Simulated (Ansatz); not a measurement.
Take Cs in the bcc (W type) structure (space group Im-3m, No. 229; a = 6.007 Å; relaxed with 0.1 eV smearing) as the base.

Structures relaxed with PBEsol in Ansatz (plane waves to 420 eV, PAW, without spin-orbit coupling).

Base:

Simulated powder pattern, Mo Kα, λ = 0.71073 Å (kinematic, ideal powder, no thermal factors, no anomalous dispersion; the 14 strongest lines at most, above 2 %, up to 2θ = 40°):

| 2θ (°) | I/Imax (%) | hkl |
|---|---|---|
| 9.60 | 100 | (110) |
| 13.59 | 22 | (200) |
| 16.66 | 51 | (211) |
| 19.26 | 17 | (220) |
| 21.56 | 25 | (310) |
| 23.65 | 6.4 | (222) |
| 25.58 | 31 | (321) |
| 27.38 | 3.1 | (400) |
| 29.07 | 16 | (411) |
| 30.68 | 8.8 | (420) |
| 32.22 | 7.6 | (332) |
| 33.69 | 6.6 | (422) |
| 35.11 | 17 | (431) |
| 37.81 | 9.1 | (521) |

Now apply this change: the cell is scaled by 1.0250 in all directions; the atoms relax in the strained cell.

Question: Where do the lines fall after the change?

Answer: 
Simulated powder pattern, Mo Kα, λ = 0.71073 Å (kinematic, ideal powder, no thermal factors, no anomalous dispersion; the 14 strongest lines at most, above 2 %, up to 2θ = 40°):

```json
[
 {"2θ (°)": "9.36", "I/Imax (%)": "100", "hkl": "(110)"},
 {"2θ (°)": "13.26", "I/Imax (%)": "22", "hkl": "(200)"},
 {"2θ (°)": "16.25", "I/Imax (%)": "51", "hkl": "(211)"},
 {"2θ (°)": "18.79", "I/Imax (%)": "17", "hkl": "(220)"},
 {"2θ (°)": "21.03", "I/Imax (%)": "25", "hkl": "(310)"},
 {"2θ (°)": "23.07", "I/Imax (%)": "6.5", "hkl": "(222)"},
 {"2θ (°)": "24.94", "I/Imax (%)": "31", "hkl": "(321)"},
 {"2θ (°)": "28.35", "I/Imax (%)": "16", "hkl": "(411)"},
 {"2θ (°)": "29.92", "I/Imax (%)": "9.0", "hkl": "(420)"},
 {"2θ (°)": "31.41", "I/Imax (%)": "7.8", "hkl": "(332)"},
 {"2θ (°)": "32.85", "I/Imax (%)": "6.8", "hkl": "(422)"},
 {"2θ (°)": "34.23", "I/Imax (%)": "18", "hkl": "(510)"},
 {"2θ (°)": "36.86", "I/Imax (%)": "9.3", "hkl": "(521)"},
 {"2θ (°)": "39.33", "I/Imax (%)": "7.5", "hkl": "(433)"}
]
```

The indices refer to the base's conventional cell; one index is shown for lines that coincide.

Stability against distortions was not tested.

Ansatz is a program for electronic structure.
